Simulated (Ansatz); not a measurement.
A user runs Ansatz (a program for electronic structure) on the (110) slab of YGe2 (cut from a parent of space group no. 139; 12 atoms in the cell) and asks whether the run is sound. The aim is a self-consistent single point with DFT, LDA (PW92), plane waves, default PAW files made with PBE.

Cell that was meant: a = 5.2129 Å, b = 9.0219 Å, c = 12.6065 Å, α = 90.00°, β = 90.00°, γ = 90.00°.

Part of the input:

Ansatz 0.2 input:
```yaml
  xc: lda
  pseudopotentials:
    kind: paw
efield:
  axis: 1
  dipole_correction: true
scf:
  occupations:
    method: cold
[...]
output:
  forces: true
  eigenvalues: true
```

The program printed (abridged):

```
WARN ansatz: RAYON_NUM_THREADS=1 ignored (pool sized by the plan → 1); use --threads N
Pseudopotentials: kind: paw
   [... lines left out ...]
PAW frozen core: Ge, regenerated for the run's functional, and the local potential with it
Initial density: superposition of atomic densities (neutral atoms: chi_scale 0, normalization atom), corrected by the library's trained network
Initial wavefunctions: pseudopotential atomic-orbital guess
Eigensolver: davidson
Functional: x = slater, c = lda
SCF iter   1: F=—  HF=-48707.600092 eV  |F-HF|=—  |Δ(HF+E_count)|=         —  Δρ=4.72e-3  dr2=1.70e-1  ethr=1.77e-3  p=0.000 e·Å  D=1.47e-15 V/Å  ΔV_dip=-0.00 eV  dr2_dipole=1.97e-9  V_vac-E_F(+/−)=-1.55/-0.73 eV  ⟨swp⟩=5.8  Hψ=1278  notcnv=0
all-band conjugate gradients solve this SCF's bands
efield: sawtooth ramp at fractional position 0.9500 (placed from the atoms, in the widest stretch of the axis that holds none …
   [... lines left out ...]
WARN: efield: at this solve's end the planar-averaged density reaches 6.79e-1 e/Å³ inside the ramp window [0.7582, 0.2418] (bound 1e-5 e/Å³) …
SCF 1 converged in 10 iterations: F = -48707.552401 eV  dr2 = 5.81e-8
Stability not checked (fill_not_monotonic)
Free energy (F): -48707.552401 eV
Internal energy: -48707.504341 eV  (E = F + TS)
E sigma→0 (E₀):  -48707.536381 eV
Entropy (-TS):   -0.048061 eV (-4.005 meV/atom)
Fermi energy:    2.573571 eV
Dipole field:    D = -0.000000 V/Å  (p = -0.000001 e·Å, saw-weighted, corrected)
Work function:   Φ+ = withheld (plateau slope 8.4e0 eV/Å)   Φ− = withheld (plateau slope 8.4e0 eV/Å)
   [... lines left out ...]
Levels:          The Fermi level and band energies are counted from a zero that moves with the ramp; work functions are not
   [... lines left out ...]
  atom   7  Ge     0.00000075     0.07820338     0.73756533
  atom   8  Ge     0.00000102    -0.07820339     0.73756533
  atom   9  Ge     0.00000075     0.07820338    -0.73756533
  atom  10  Ge     0.00000102    -0.07820339    -0.73756533
  atom  11  Ge     0.00000102     0.07820339    -0.73756533
  atom  12  Ge     0.00000075    -0.07820338    -0.73756533
```

**Question.** Can these results be used? Check the input.

**Answer.** The results can be used. The input holds a dipole correction along a periodic direction, which can do harm: the correction puts a jump of the potential into the vacuum, so its axis must be the surface normal. Here it did none. The run converged in 10 iterations, and against the sound input the free energy hardly moves (within 1 meV/atom) and the largest force stays at 0.742 eV/Å.

The sound input it was made from differs as follows (other fixes are possible):
```diff
-efield:
-  axis: 1
-  dipole_correction: true
+  stress: true
```

With that input, the run converged in 10 iterations: free energy E − TS (on the zero of these files) -48707.5524 eV; Fermi level (on the code's own zero) 2.57 eV; pressure averaged over the cell with its vacuum -2.07 GPa; largest force (vector length) 0.742 eV/Å (DFT, LDA (PW92), plane waves, default PAW files made with PBE).

On the sound input: the starting cell was generated: these elements placed on a structure prototype, without a prior relaxation; it need not be a known phase or ordering of this composition. The slab is cut from that crystal, and its faces are unrelaxed. Spin polarisation is off, though cut faces can carry moments; the slab shows no gap. Without a gap this mesh is coarse (it stands for a supercell whose shortest in-plane vector is 16 Å).
